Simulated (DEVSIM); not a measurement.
Device: Ti/SiO2/p-GaAs capacitor, at 250 K.

```csv
layer (left to right),material,thickness (nm),Na (cm⁻³)
1,SiO2,51.0,-
2,GaAs,5700,1.3e16
```

Metal gate on the left, work function 4.33 eV. Fixed charge at the semiconductor interface 1.3e12 cm⁻² (in units of +e); no interface traps.

The device is made up for the run: typed textbook-type constants, with dimensions and the other settings drawn at random. Values at 300 K; Nc and Nv go as T^1.5, mobilities as T to minus their exponent, the gap by Varshni's rule with the affinity fixed.

```
parameter         SiO2      GaAs
----------------  ----  --------
gap (eV)             9     1.424
affinity (eV)      0.9      4.07
permittivity       3.9      12.9
Nc (cm⁻³)            -    4.7e17
Nv (cm⁻³)            -      9e18
Varshni α (eV/K)     -  0.000541
Varshni β (K)        -       204
```

DEVSIM, 1D Poisson equation in equilibrium, Boltzmann statistics, complete ionisation; no quantum confinement or tunnelling. Metal contacts follow the ideal Schottky-Mott rule: no Fermi-level pinning, no interface dipoles.

### Question
Tabulate band edges, carrier densities and field at -6.8 V on the gate.

### Answer
Energies count from the Fermi level of the right contact; mesh points crowd at the junctions.

```csv
x (μm),Ec (eV),Ev (eV),n (cm⁻³),p (cm⁻³),field (V/cm)
0.000,10.230,1.230,< 1e2,< 1e2,-1100000
0.001793,10.032,1.032,< 1e2,< 1e2,-1100000
0.006470,9.516,0.516,< 1e2,< 1e2,-1100000
0.01779,8.267,-0.733,< 1e2,< 1e2,-1100000
0.04106,5.700,-3.300,< 1e2,< 1e2,-1100000
0.04785,4.951,-4.049,< 1e2,< 1e2,-1100000
0.05045,4.664,-4.336,< 1e2,< 1e2,-1100000
0.05264,1.414,-0.032,< 1e2,1.6e18,-95000
0.05707,1.385,-0.061,< 1e2,4.1e17,-46000
0.06917,1.352,-0.094,< 1e2,8.7e16,-17000
0.09976,1.325,-0.121,< 1e2,2.4e16,-4400
0.2308,1.311,-0.135,< 1e2,1.3e16,-80
0.5332,1.311,-0.135,< 1e2,1.3e16,≈ 0
1.298,1.311,-0.135,< 1e2,1.3e16,≈ 0
3.917,1.311,-0.135,< 1e2,1.3e16,≈ 0
5.042,1.311,-0.135,< 1e2,1.3e16,≈ 0
5.486,1.311,-0.135,< 1e2,1.3e16,≈ 0
5.649,1.311,-0.135,< 1e2,1.3e16,≈ 0
5.724,1.311,-0.135,< 1e2,1.3e16,≈ 0
5.742,1.311,-0.135,< 1e2,1.3e16,≈ 0
5.748,1.311,-0.135,< 1e2,1.3e16,≈ 0
5.751,1.311,-0.135,< 1e2,1.3e16,≈ 0
```
